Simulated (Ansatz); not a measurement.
For SnO₂ (Pa-3, No. 205, 12 atoms in the cell; start mp-697; a measured phase of this formula has another space group), LDA (Ansatz, a first-principles code, PAW) gives:

```
Quantity                   Result
-------------------  ------------
lattice parameter a       5.068 Å
cohesive energy      5.78 eV/atom
band gap                  1.09 eV
```

Q: What does r²SCAN (plane waves, PAW; Ansatz) give for the same quantities?

A: 
- lattice constant a: 5.101 Å (grows by 0.7 %)
- cohesive energy: 4.75 eV/atom (falls by 1.03 eV/atom)
- band gap: 1.59 eV (increases by 0.50 eV)

Changes are worked out from the printed values.

Unless a cell is named, each level is at its own relaxed cell (LDA 10.85, r²SCAN 11.06 Å³/atom).

Levels without +SOC leave out spin–orbit coupling, which shifts energies and cells of such heavy elements.

Spin–orbit coupling is included only where a level's name says +SOC; with heavier elements it mostly lowers gaps and can invert bands. Density-functional gaps are differences of (generalised) Kohn–Sham levels.

Caveats: the relaxation could not lower the start's symmetry, so the cell can be a saddle point above a distorted one (LDA, r²SCAN). Ansatz's density-functional and Hartree–Fock values are scalar-relativistic unless marked +SOC, with PAW data made under PBE.

A start named mp-… is a Materials Project structure, which need not be a measured phase.
